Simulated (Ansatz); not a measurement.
Name crystals whose band gap lies between 1.65 and 2.6 eV and whose hole conductivity mass lies between 2.2 and 3.4 mₑ, by Ansatz (a first-principles code) with PBEsol, rigid bands.

Many crystals can fit; among those computed here:
- TiO2 (P4_2/mnm): 1.87 eV, 2.2 mₑ
- V2O5 (Pmmn): 1.82 eV, 3.3 mₑ
- BaO2 (I4/mmm): 2.07 eV, 2.7 mₑ
- Na₂S (Fm-3m): 2.43 eV, 2.8 mₑ

Masses are for dilute carriers at 300 K, harmonic means over directions unless an axis is named. Spin-orbit coupling is left out.

Formula and space group known from diffraction (Crystallography Open Database), not checked to be the room-temperature form: BaO2 (I4/mmm), Na2S (Fm-3m), V2O5 (Pmmn). Treated as nonmagnetic, magnetic states not searched for: V2O5 (Pmmn).
